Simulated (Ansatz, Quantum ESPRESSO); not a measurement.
One structure in several programs: ZrB2 (P6/mmm, 3 atoms in the cell)

Zone-centre phonon calculation.

```xyz
3
Lattice="3.1675 0.0000 0.0000 -1.5838 2.7432 0.0000 0.0000 0.0000 3.5524" Properties=species:S:1:pos:R:3 pbc="T T T"
Zr     0.0000     0.0000     0.0000
B      0.0000     1.8288     1.7762
B      1.5838     0.9144     1.7762
```

Shared settings, as Ansatz (a quantum-chemistry and plane-wave program) writes them: kpoints.mp_grid.grid = 16 16 12; scf.occupations.method = fermi_dirac; scf.occupations.width = 0.136 eV. Potentials and cutoffs stand in the table.

```tsv
code	model	highest zone-centre frequency (cm⁻¹)	cutoff
Quantum ESPRESSO	PBE, GBRV 1.5 ultrasoft (PBE) pseudopotentials	768	40 Ry
Ansatz	PBE, default PAW files	770	420 eV
```

The spread over the programs that give each value: highest zone-centre frequency within 2.0 cm⁻¹.

The starting cell comes from a database of computed structures (which also holds hypothetical and non-ambient phases and stackings), without a prior relaxation at this level.

Keys are those of Ansatz 0.2.
